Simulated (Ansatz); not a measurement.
Response to strain in TiC

Start from TiC in the rock salt structure (space group Fm-3m, No. 225; relaxed with 0.1 eV smearing).

```
TiC
1.0
    0.00000     2.16390     2.16390
    2.16390     0.00000     2.16390
    2.16390     2.16390     0.00000
C Ti
1 1
Direct
  0.00000   0.00000   0.00000
  0.50000   0.50000   0.50000
```

Cartesian axes are those of the cell as printed.

Strains are applied to the cell and any free atomic positions relax; under biaxial strain the out-of-plane vector relaxes too.

The values are results of r2SCAN (Ansatz, a program for electronic structure, PAW, without spin-orbit coupling), not measurements.

Candidates:
(a) biaxial strain +4.44 %, plane normal [111], relaxed out of plane
(b) uniaxial strain ε_yy = +4.69 %
(c) uniaxial strain ε_xx = −4.88 %
(d) strain tensor (xx, yy, zz, yz, xz, xy) = (−1.50, −0.19, +0.27, +0.28, −0.88, +1.38) %

Notes on the quantities. energy relative to the base: free energy F.

### Question
Order them by energy relative to the base, lowest first.

### Answer
(d) strain tensor (xx, yy, zz, yz, xz, xy) = (−1.50, −0.19, +0.27, +0.28, −0.88, +1.38) % (+11 meV/atom), (b) uniaxial strain ε_yy = +4.69 % (+31 meV/atom), (c) uniaxial strain ε_xx = −4.88 % (+48 meV/atom), (a) biaxial strain +4.44 %, plane normal [111], relaxed out of plane (+66 meV/atom)

Whether these cells are dynamically stable was not tested. The final runs are not spin-polarised.
